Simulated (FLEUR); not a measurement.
A self-consistent single point of TiAl₃ (I4/mmm, 4 atoms in the cell) with FLEUR.

Method of the run: PBEsol, all-electron FLAPW (FLEUR), scalar-relativistic valence run with FLEUR.

```
CELL_PARAMETERS angstrom
     -1.94990     1.94990     4.36757
      1.94990    -1.94990     4.36757
      1.94990     1.94990    -4.36757
ATOMIC_POSITIONS crystal
  Ti 0.00000 0.00000 0.00000
  Al 0.50000 0.50000 0.00000
  Al 0.75000 0.25000 0.50000
  Al 0.25000 0.75000 0.50000
```

Reference input (self-consistent single point, DFT, PBE, all-electron FLAPW (FLEUR), scalar-relativistic valence): Kmax = 4.3 1/bohr; GmaxXC = 17.2 1/bohr; xcFunctional = pbe; jspins = 1; l_soc = F; mode = hist; fermiSmearingEnergy = 0.00367493 Htr; mesh (inpgen div1-3) = 8 8 8; inpgen gamma flag = true; Gmax = 17.2 1/bohr; numbands = 0; maxIterBroyd = 99. This run's input differs from it in these lines:

```diff
@@ -16,2 +16,3 @@
 &comp jspins=1 /
+&exco xctyp='PBEs' /
 &kpt div1=8 div2=8 div3=8 gamma=t /
@@ -28,3 +29,3 @@
       <coreElectrons ctail="T" frcor="F" kcrel="0" coretail_lmax="0"/>
-      <xcFunctional name="pbe" relativisticCorrections="F"/>
+      <xcFunctional name="PBEs" relativisticCorrections="F"/>
       <magnetism jspins="1"/>
```

Log, with long lists cut:

```
 Iteration:     1   Distance:       4.67638484 me/bohr^3
 Iteration:     2   Distance:       4.39766684 me/bohr^3
 Iteration:     3   Distance:       1.51349640 me/bohr^3
 Iteration:     4   Distance:       1.20396951 me/bohr^3
 Iteration:     5   Distance:       0.31730158 me/bohr^3
   [... 6 lines left out ...]
 Iteration:    12   Distance:       0.00028401 me/bohr^3
 Iteration:    13   Distance:       0.00012498 me/bohr^3
 Iteration:    14   Distance:       0.00003575 me/bohr^3
 Iteration:    15   Distance:       0.00000414 me/bohr^3
 Run finished successfully
 Stop message:
   Structural relaxation: Done

[file out, last iteration]
             iter=     16
[...]
          total density-effective poten   -2.4727649005E+03
          total charge density-energy d   -9.5667358007E+01
 Updated energy parameters for spin:           1
[...]
 fermi energy and band-weighting factors:
    0.424905

[...]
FERMIE:
          first approx. to ef    (T=0)  :   0.293741 htr   (energy of the highest occ. eigenvalue)
          number of occ. states  (T=0)  :        615
          first approx. to seigv (T=0)  :  -6.781985 htr
          sum of weights of occ. states :  10.515625
          sum of semicore charge        :   0.000000 e
FERHIS:  Fermi-Energy by histogram:
          bandgap                     :   0.001837 htr
   [... lines left out ...]
          charge neutrality (T=0)     :   0.031250    (zero if the highest occ. eigenvalue is "entirely" occupied)
     EF_NEWTON:  Adjust Fermi-Energy by Newton-Method.
 Direct bandgap for spin            1 :    8.6315601626125171E-003  Htr
 ---->    free energy=                     -1579.9657945135 htr
   [... lines left out ...]
 TOTAL FORCE FOR ATOM TYPE=  1  X=  0.000   Y=  0.000   Z=  0.000
                       FX_TOT= 0.000000 FY_TOT= 0.000000 FZ_TOT= 0.000000
 TOTAL FORCE FOR ATOM TYPE=  2  X=  0.000   Y=  0.000   Z=  8.254
                       FX_TOT= 0.000000 FY_TOT= 0.000000 FZ_TOT= 0.000000
 TOTAL FORCE FOR ATOM TYPE=  3  X=  3.685   Y=  0.000   Z= -4.127
                       FX_TOT= 0.000000 FY_TOT= 0.000000 FZ_TOT= 0.000000
 Structural relaxation: Done
```

The run converged in 15 iterations. FLEUR gives forces in its relaxation mode, with a further iteration, so its stop message speaks of a relaxation. 

The starting cell comes from a database of computed structures (which also holds hypothetical and non-ambient phases and stackings), without a prior relaxation at this level. Its lattice was rescaled by a random factor within 2.5 % of one. Spin polarisation is off. Values depend on the basis (sphere radii, cutoffs, local orbitals), which need not be converged. The log's line on a gap gives a spacing of levels on this mesh, which the program prints for metals too.

Cost on one core of a shared machine: roughly 4 min.
